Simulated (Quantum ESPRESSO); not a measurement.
Troubleshooting Quantum ESPRESSO: a failed run on Mg2Zn (C2/c, 6 atoms in the cell). The aim is a self-consistent single point with DFT, PBEsol, plane waves, SSSP 1.1.2 efficiency (PBE) pseudopotentials.

Input:

```fortran
&CONTROL
  calculation = 'scf',
  prefix = 'run',
  outdir = './tmp/',
  pseudo_dir = './',
  tprnfor = .true.,
  tstress = .true.,
/
&SYSTEM
  ibrav = 0,
  nat = 6,
  ntyp = 2,
  ecutwfc = 50,
  ecutrho = 400,
  occupations = 'smearing',
  smearing = 'fd',
  degauss = 0.0099958,
  input_dft = 'pbesol',
/
&ELECTRONS
  conv_thr = 1.0d-10,
/
ATOMIC_SPECIES
Mg    24.3050  Mg.pbe-n-kjpaw_psl.0.3.0.UPF
Zn    65.3800  Zn_pbe_v1.uspp.F.UPF
ATOMIC_POSITIONS {crystal}
Mg    0.76088000    0.58046000    0.75025000
Mg    0.23912000    0.41954000    0.24975000
Mg    0.41954000    0.23912000    0.74975000
Mg    0.58046000    0.76088000    0.25025000
Zn    0.91738000    0.08262000    0.25000000
Zn    0.08262000    0.91738000    0.75000000
K_POINTS {automatic}
4 4 4
CELL_PARAMETERS {angstrom}
   4.35708200    -2.52934300     0.00000000
   4.35708200     2.52934300     0.00000000
  -3.15749900     0.00000000     4.88002200
```

Output, abridged:

```
     This program is part of the open-source Quantum ESPRESSO suite
     for quantum simulation of materials; please cite

 %%%%%%%%%%%%%%%%%%%%%%%%%%%%%%%%%%%%%%%%%%%%%%%%%%%%%%%%%%%%%%%%%%%%%%%%%%%%%%
     Error in routine card_kpoints (1):
      end of file while reading automatic k points
 %%%%%%%%%%%%%%%%%%%%%%%%%%%%%%%%%%%%%%%%%%%%%%%%%%%%%%%%%%%%%%%%%%%%%%%%%%%%%%

     stopping ...
```

Question: Read the log: what does the program object to, and what is the fix?

Answer: The fault is an automatic mesh without its three shifts. The card takes six integers. To fix it, add the shifts. The program stopped before any SCF iteration.

An input that runs soundly differs in these lines (not the only fix; some lines may just follow from the change or write a value another way):
```diff
-4 4 4
+4 4 4  0 0 0
```

With that input, the run converged in 11 iterations: free energy E − TS -14330.2582 eV; Fermi level (on the code's own zero) 7.06 eV; pressure 2.65 GPa; largest force (vector length) 0.046 eV/Å (DFT, PBEsol, plane waves, SSSP 1.1.2 efficiency (PBE) pseudopotentials).

On the sound input: the starting cell comes from a database of computed structures (which also holds hypothetical and non-ambient phases and stackings), without a prior relaxation at this level. Its lattice was rescaled by a random factor within 2.5 % of one.
